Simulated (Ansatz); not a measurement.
Cell and atoms of amorphous Zn₃₀O₁₂N₁₂:

```
Zn5N2O2
1.0
    8.89763     0.00000     0.00000
    0.00000     8.89763     0.00000
    0.00000     0.00000     8.89763
Zn O N
30 12 12
Direct
  0.54581   0.20705   0.53593
  0.22886   0.68888   0.53609
  0.52373   0.90842   0.93548
  0.13251   0.25292   0.03725
  0.74303   0.00257   0.66611
  0.95968   0.94597   0.03274
  0.59664   0.69401   0.65596
  0.08698   0.63875   0.19297
  0.39735   0.14949   0.82967
  0.41253   0.48274   0.04625
  0.73431   0.63404   0.28704
  0.51912   0.19491   0.15609
  0.91540   0.22396   0.75945
  0.23804   0.97808   0.19874
  0.14908   0.05560   0.70603
  0.43352   0.50277   0.38251
  0.21032   0.80519   0.88242
  0.95065   0.10150   0.35748
  0.01116   0.52858   0.83140
  0.77935   0.44065   0.57757
  0.65874   0.36093   0.85735
  0.66845   0.97020   0.26014
  0.03611   0.42083   0.42417
  0.26127   0.21976   0.41110
  0.27985   0.41061   0.71383
  0.83168   0.35323   0.11652
  0.43404   0.78006   0.23738
  0.41368   0.93722   0.56796
  0.76255   0.69847   0.96453
  0.91765   0.77311   0.58122
  0.46945   0.28693   0.34808
  0.02208   0.38903   0.63812
  0.78192   0.17223   0.22699
  0.80453   0.82592   0.15495
  0.29524   0.85584   0.40494
  0.41523   0.56827   0.60790
  0.95853   0.99468   0.55548
  0.20480   0.44870   0.93259
  0.20505   0.54395   0.36425
  0.08925   0.70578   0.71041
  0.61156   0.98642   0.48132
  0.92366   0.49965   0.25484
  0.71628   0.25236   0.66728
  0.13652   0.81156   0.08239
  0.13072   0.17293   0.24824
  0.75952   0.64109   0.51024
  0.02970   0.11050   0.89865
  0.68546   0.83472   0.80671
  0.31458   0.20988   0.62188
  0.52556   0.59166   0.19958
  0.34912   0.93409   0.77735
  0.82124   0.48731   0.93762
  0.48585   0.29236   0.96349
  0.47024   0.97577   0.13779
```

The numbers are results of PBE, scalar-relativistic without spin-orbit coupling (plane waves to 420 eV, PAW; Ansatz, a program for electronic structure), not measurements. Neutral PBE cell, which sets geometry, pressure and energy: sampling: a 2×2×2 Γ-centred mesh; Fermi-Dirac width 0.02 eV; no spin polarisation.

A CHGNet melt-quench gave the starting glass, which DFT then relaxed. O and N atoms were pushed apart under 1.9 Å during the dynamics, to hinder bonds among them. The hot cell started wider than the set density and was brought back towards it in steps. It is the lowest in DFT energy of 2 quenches. It is a model cell: composition and starting density were chosen by hand, and all elements were melted together. No dispersion term was used. Its density started from a set value of 6.01 and ended at 5.47 g/cm³. Cooling (nominally 230 K/ps over its main leg) ran many orders faster than in experiment, which tends to leave more defects and strain. A cell of this size samples the disorder only roughly. The volume was free in the relaxation, at fixed shape.

Problem. Give the pressure and the spacing of the highest filled and lowest empty levels.

Solution. 
```yaml
Pressure on a 2×2×2 Γ-centred mesh: 0.08 GPa
Largest force and stress component on that mesh (the relaxation ran on one k-point at (1/4, 1/4, 1/4)): 0.06 eV/Å and 2.9 GPa
Gap on a 2×2×2 Γ-centred mesh (PBE): within the smearing (under twice its width)
```

Problem. At PBE and the zone centre, how localised are the states just below and above the Fermi level (participation number: the atoms over which a state spreads)?

Solution. The highest filled state is spread over 16.1 atoms' worth, largest on N44, with weights by element (charge in smoothed Voronoi cells) N 0.54, Zn 0.27, O 0.19. The lowest empty state is spread over 49.2 atoms' worth, largest on N51, with weights by element (charge in smoothed Voronoi cells) Zn 0.55, N 0.28, O 0.17.

The levels at the Fermi energy are partly filled. A closed spacing in one fast-quenched cell at PBE doesn't show the material to be a metal.

Cut-offs for bonds: Zn-Zn 2.68 Å, Zn-O 2.56 Å, Zn-N 2.38 Å, O-O 1.58 Å, O-N 1.64 Å, N-N 1.70 Å. Two cations that share two anions don't count as bonded, nor two that share one unless they lie closer than Zn-Zn 2.61 Å.
